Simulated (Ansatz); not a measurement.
Start from TiTe2 in the CdI2 type structure (space group P-3m1, No. 164; layered, stacked along the Cartesian z axis).

```xyz
3
Lattice="3.7840 0.0000 0.0000 -1.8920 3.2770 0.0000 0.0000 0.0000 6.6016" Properties=species:S:1:pos:R:3 pbc="T T T"
Ti     0.0000     0.0000     0.0000
Te     0.0000     2.1847     1.6956
Te     1.8920     1.0923     4.9060
```

All numbers come from Ansatz (a quantum-chemistry and plane-wave program), r2SCAN+rVV10, PAW, cutoff 500 eV, no spin-orbit coupling.

One change was made to it. Results:

```tsv
quantity	base	after
lattice parameter a	3.784 Å	3.776 Å
band gap	zero	zero
```

Question: What was done to the base?
(A) pressure 3 GPa
(B) pressure 10 GPa
(C) pressure 1.5 GPa
(D) pressure 0.3 GPa

Answer: D, pressure 0.3 GPa. For comparison, the lattice parameter a in the other runs: pressure 10 GPa gives 3.597 Å; pressure 3 GPa gives 3.717 Å; pressure 1.5 GPa gives 3.749 Å.

Load acts through the strain it causes; cell and atoms are relaxed under it. Whether these cells are dynamically stable was not tested. No other phases were tried under pressure. All final runs are without spin polarisation.
